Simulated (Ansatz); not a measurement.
Carrier properties of BN (I-4m2)

Here is the system:

```xyz
2
Lattice="0.0000 1.7853 1.8109 1.7853 0.0000 1.8109 1.7853 1.7853 0.0000" Properties=species:S:1:pos:R:3 pbc="T T T"
B      0.0000     0.0000     0.0000
N      0.8926     0.8926     0.9054
```

Calculation: r2SCAN, rigid bands (plane waves, PAW, scalar-relativistic; Ansatz, a first-principles code). Condition of this run: biaxial stress in (001) of 9 GPa (compression positive) (the target of the relaxation). Geometry: cell and atoms relaxed with PBEsol, then loaded as said.

band gap: 4.89 eV
electron conductivity mass (300 K, dilute): 0.44 (x), 0.44 (y), 0.30 (z) mₑ
hole conductivity mass (300 K, dilute): 0.60 (x), 0.60 (y), 0.62 (z) mₑ
effective density of states N_c (300 K): 1.4e19 cm⁻³
effective density of states N_v (300 K): 4.4e19 cm⁻³
density-of-states mass, electrons: 0.68 mₑ
density-of-states mass, holes: 1.46 mₑ
Seebeck coefficient, n-type 1e19 cm⁻³, 300 K: -247 μV/K
best n-type power factor at 300 K for τ = 10 fs (best axis; densities from 1e16 to 1e21 cm⁻³ tried, whether or not they can be reached): 7.5 μW/(cm·K²) at 3e19 cm⁻³
Seebeck coefficient, p-type 1e19 cm⁻³, 300 K: 342 μV/K

Rigid bands; masses and Seebeck coefficients take one relaxation time τ for all states and one kind of carrier; polarons and phonon drag are left out. Spin-orbit coupling is left out. Geometry: cell and atoms relaxed with PBEsol.
